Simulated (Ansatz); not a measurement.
Carrier properties of ZnS under load (space group P6_3mc)

```
ZnS
1.0
    3.77479     0.00000     0.00000
   -1.88740     3.26906     0.00000
    0.00000     0.00000     6.25663
Zn S
2 2
Direct
  0.33333   0.66667   0.00127
  0.66667   0.33333   0.50127
  0.33333   0.66667   0.37373
  0.66667   0.33333   0.87373
```

Computed with r2SCAN with spin-orbit coupling, rigid bands (plane waves, PAW; Ansatz, an electronic-structure program). Condition of this run: uniaxial stress along c of -1 GPa (compression positive) (the target of the relaxation). Geometry: cell and atoms relaxed with PBEsol, then loaded as said.

| Property | Value |
|---|---|
| band gap | 2.80 eV |
| electron conductivity mass (300 K, dilute) | 0.22 (x), 0.22 (y), 0.183 (z) mₑ |
| hole conductivity mass (300 K, dilute) | 0.98 (x), 0.98 (y), 1.56 (z) mₑ |
| effective density of states N_c (300 K) | 2.3e18 cm⁻³ |
| effective density of states N_v (300 K) | 3.3e19 cm⁻³ |
| density-of-states mass, electrons | 0.20 mₑ |
| density-of-states mass, holes | 1.19 mₑ |
| Seebeck coefficient, n-type 1e19 cm⁻³, 300 K | -118 μV/K |
| Seebeck coefficient, p-type 1e19 cm⁻³, 300 K | 356 μV/K |

Rigid bands; masses and Seebeck coefficients take one relaxation time τ for all states and one kind of carrier; polarons and phonon drag are left out. Geometry: cell and atoms relaxed with PBEsol.
